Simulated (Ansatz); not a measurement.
ZnS (F-43m) under biaxial stress in (001) (compression positive): band gap by r2SCAN with spin-orbit coupling, rigid bands (plane waves, PAW; Ansatz, an electronic-structure program). The unloaded cell, whose axes the loads refer to:

```yaml
crystal:
  lattice:
    - [0.00000, 2.67826, 2.67826]
    - [2.67826, 0.00000, 2.67826]
    - [2.67826, 2.67826, 0.00000]
  atoms:
    - { symbol: Zn, position: [0.00000, 0.00000, 0.00000] }
    - { symbol: S, position: [0.25000, 0.25000, 0.25000] }
```

```
biaxial stress in (001) (compression positive) (GPa)  volume per atom (Å³)  band gap (eV)
----------------------------------------------------  --------------------  -------------
-4                                                                   19.83           2.40
-3                                                                   19.69           2.49
-2                                                                   19.53           2.59
-1                                                                   19.37              ?
0                                                                    19.21           2.77
1                                                                    19.05           2.78
```

Q: Fit a straight line to band gap against the load over the rows given, and predict the row at -1 GPa.

A: The means are x̄ = -1.600 GPa and ȳ = 2.6060; Σ(x − x̄)(y − ȳ) = 1.378 and Σ(x − x̄)² = 17.20, so the slope is 80.1 meV per GPa, and the rows given lie within 36 meV of the line. At -1 GPa the line gives 2.65 eV; the calculation gives 2.69 eV, 1.3 % from it.

 Stresses and pressures are the targets of the relaxation. Gaps are resolved to about 0.01 eV. The structure type is held at every load. Geometry: cell and atoms relaxed with PBEsol.
